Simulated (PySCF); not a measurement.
PySCF 2.14.0, unrestricted PBE/def2-tzvp, df: hydrogen bromide anion (Br), charge -1, multiplicity 2, 2 atoms. The geometry is a generated start, not checked to be a minimum at this level.

```yaml
task: energy
method: pbe
basis: def2-tzvp
two_electron_scheme: density fitting
mol.max_memory: 3000 MB
mf.max_cycle: 100
mf.conv_tol: 1e-09 (default)
mf.grids.level: 3 (default)
basis_functions: 54
grid_points: 30232
```

```xyz
2

Br     0.7009    -0.0161     0.0084
H     -0.7009     0.0161    -0.0084
```

Charge -1 and multiplicity 2 are set for this test and not shown to be the ground state.

With the defaults (mf.diis = true, mf.diis_space = 8, mf.init_guess = minao, mf.level_shift = 0, newton = off, mf.DIIS = CDIIS) it converges in 11 Fock builds. One run each on 2 threads, 1 BLAS thread, with these changes:
- mf.diis = false
- mf.level_shift = 1 Hartree
- mf.level_shift = 0.1 Hartree
- mf.diis_space = 5
- newton = Hessian by the SCF's own integrals
- mf.DIIS = ADIIS
- mf.level_shift = 0.3 Hartree
- mf.init_guess = 1e
- mf.diis_space = 3

Q: Which of these changes keep the SCF from converging, or lead it to another solution?

A: No convergence: mf.diis = false (the run ends without SCF convergence in 100 cycles). The rest reach the solution of the defaults.

```
setting                                      Fock builds             end
-------------------------------------------  -----------  --------------
the defaults                                          11   same solution
mf.diis_space = 3                                     11   same solution
mf.diis_space = 5                                     11   same solution
mf.level_shift = 0.1 Hartree                          12   same solution
mf.init_guess = 1e                                    14   same solution
mf.DIIS = ADIIS                                       14   same solution
mf.level_shift = 0.3 Hartree                          21   same solution
newton = Hessian by the SCF's own integrals           24   same solution
mf.level_shift = 1 Hartree                            51   same solution
mf.diis = false                                      101  no convergence
```

Under newton the count holds the products with the orbital Hessian.
